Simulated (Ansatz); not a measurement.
Input and output of a self-consistent single point for Bi₂Te₂Se (R3m, 5 atoms in the cell) (Ansatz, a first-principles code).

Method: LDA (PW92), harder PAW files (source: ansatz) made with PBE (plane waves; Ansatz).

```
Bi2Te2Se
1.0
    2.16745     1.25138    10.61733
   -2.16745     1.25138    10.61733
    0.00000    -2.50276    10.61733
Bi Te Se
2 2 1
Direct
  0.60985   0.60985   0.60985
  0.39172   0.39172   0.39172
  0.21960   0.21960   0.21960
  0.78040   0.78040   0.78040
  0.00000   0.00000   0.00000
```

Reference input (self-consistent single point, DFT, LDA (PW92), plane waves, default PAW files made with PBE): basis.ecutwfc = 420 eV; kpoints.mp_grid.grid = 3 3 3; hamiltonian.xc = lda; hamiltonian.pseudopotentials = {kind: paw} (the program's default PAW files); scf.occupations.method = fixed. This run's input differs from it in these lines:

Ansatz 0.2 input:
```diff
@@ -12,3 +12,3 @@
 basis:
-  ecutwfc: 420.0
+  ecutwfc: 640.0
 kpoints:
@@ -17,3 +17,3 @@
   xc: lda
-  pseudopotentials: { kind: paw }
+  pseudopotentials: { kind: paw, source: ansatz }
 scf:
```

Output (repeated stretches shortened):

```
SCF iter   1: F=—  HF=-50565.923957 eV  |F-HF|=—  |Δ(HF+E_count)|=         —  Δρ=3.80e-2  dr2=2.06e1  ethr=3.10e-3  ⟨swp⟩=5.0  Hψ=1034  notcnv=0  defer=41
all-band conjugate gradients solve this SCF's bands
preconditioner: auto → Resta (q_TF=auto, 2.465 Å⁻¹)
SCF iter   2: F=—  HF=-50564.221294 eV  |F-HF|=—  |Δ(HF+E_count)|=    1.70e0  Δρ=2.34e-2  dr2=7.68e0  ethr=3.10e-3  ⟨swp⟩=4.5  Hψ=635  notcnv=0  defer=42
   [... lines left out ...]
SCF iter   7: F=—  HF=-50563.407146 eV  |F-HF|=—  |Δ(HF+E_count)|=   3.84e-5  Δρ=8.84e-5  dr2=4.02e-5  ethr=1.96e-7  ⟨swp⟩=2.0  Hψ=566  notcnv=0  defer=46
SCF iter   8: F=—  HF=-50563.407316 eV  |F-HF|=—  |Δ(HF+E_count)|=   1.69e-4  Δρ=2.97e-5  dr2=7.06e-6  ethr=4.28e-8  ⟨swp⟩=2.0  Hψ=381  notcnv=0  defer=43
SCF iter   9: F=—  HF=-50563.407315 eV  |F-HF|=—  |Δ(HF+E_count)|=   5.06e-7  Δρ=1.29e-5  dr2=8.14e-7  ethr=7.51e-9  ⟨swp⟩=2.0  Hψ=406  notcnv=0  defer=43
SCF iter  10: F=-50563.407315 eV  HF=-50563.407315 eV  |F-HF|=2.35e-8  |Δ(HF+E_count)|=   3.30e-8  Δρ=4.23e-6  dr2=4.41e-8  ethr=1.06e-10  ⟨swp⟩=16.3  Hψ=2234  notcnv=0
SCF 1 converged in 10 iterations: F = -50563.407315 eV  dr2 = 4.41e-8
Free energy (F): -50563.407315 eV
Internal energy: -50563.407315 eV  (E = F + TS)
E sigma→0 (E₀):  -50563.407315 eV
Fermi energy:    8.427416 eV
--- Forces (eV/Å), atoms counted from 1 ---
  atom   1  Bi     0.00000000    -0.00000001    -0.48545683
  atom   2  Bi     0.00000000     0.00000000     0.24797341
  atom   3  Te     0.00000000     0.00000001     0.55440470
  atom   4  Te    -0.00000000    -0.00000001    -0.37339554
  atom   5  Se    -0.00000000     0.00000000     0.05648438
--- Stress (GPa, compression-positive) ---
       -2.681964      -0.000000       0.000000
       -0.000000      -2.681964      -0.000000
        0.000000      -0.000000      -3.918848
  P = ⅓ Tr σ = -3.0943 GPa (-30.943 kbar)
  The stress holds the Pulay correction. Without it, at fixed plane waves, as pw.x and ABINIT print it: P = -3.0998 GPa
```

The run converged in 10 iterations. Against the reference run the pressure hardly changes (-3.12 to -3.09 GPa), the largest force hardly changes (0.559 to 0.554 eV/Å) and the gap on the mesh moves little (0.410 to 0.412 eV).

The starting cell comes from a database of computed structures (which also holds hypothetical and non-ambient phases and stackings), without a prior relaxation at this level. Its lattice was rescaled by up to half a per cent. One atom was moved a little off its site on purpose. Spin-orbit coupling is off. Ansatz's pressure includes its estimate of the finite-basis (Pulay) stress.
